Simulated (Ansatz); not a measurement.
Results of revPBE (PAW; Ansatz, an electronic-structure program) for C11b MoSi₂.

Run with plane-wave cutoff 520 eV, 24×24×24 k mesh, Fermi–Dirac smearing 0.05 eV, no spin polarisation, scalar-relativistic PAW data made under PBE.

Properties against volume:

Shape and atoms are relaxed at each volume.

```tsv
V (Å³/atom)	P (GPa)	c (Å)	a (Å)
13.157	8.91	7.804	3.181
13.431	4.21	7.850	3.204
13.705	0.00	7.896	3.227
13.979	-3.78	7.941	3.250
14.253	-7.16	7.986	3.272
```
